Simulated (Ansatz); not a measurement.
BeS: energy against strain

BeS (zinc blende, F-43m, 14.156 Å³/atom at rest) under an equal strain ε in the (001) plane with the normal axis free, as in a coherent film. PBEsol in Ansatz, a plane-wave DFT program (PAW, default set), 420 eV, 12×12×12 Γ-centred mesh, Fermi-Dirac smearing 0.05 eV; ions are relaxed within the symmetry of each cell.

Here s stands for strain and y for E less E0.

```
strain (%)  E less E0 (meV/atom)
----------  --------------------
-1.50                       3.54
-1.00                       1.55
-0.50                       0.38
0.00                        0.00
0.50                        0.38
1.00                        1.49
1.50                        3.32
3.00                           ?
```

Fit y of the 7 rows that show it with a parabola. Least squares gives y = -0.002 - 0.0557·s + 1.5248·s². Residuals (row less fit): 0.028, -0.028, -0.027, 0.002, 0.029, 0.023, -0.025; standard error 0.033 (degrees of freedom: 4). Twice the quadratic coefficient over the volume, 2 × 1.5248 meV × 10⁴ × 0.1602 / 14.156 Å³, is twice the biaxial elastic modulus of this plane = 345 ± 3 GPa.

Question: What does the fit predict for y at s = 3.00, and how far is the calculated value from it?

Answer: y = -0.002 - 0.0557 × 3.0 + 1.5248 × 3.0² = 13.554 meV/atom. The calculation gives 12.83 meV/atom, 0.724 meV/atom below the prediction (5.6 % of the range of y in the table). The row lies outside the fitted rows, so this is an extrapolation. From the scatter of the fitted rows alone, a prediction at this place has a standard error of 0.125 meV/atom, so the miss is 5.8 times that.

One order more, fitted to all 13 runs of the series, follows each within 0.01, so the miss is the next term of a smooth law. Rows are the converged runs of the series near zero and its far end; series whose fitted rows scatter by over a few per cent of the range, as at a crossing or softening among them, aren't shown in this form. Most that stay on the fit to the last digits aren't either.
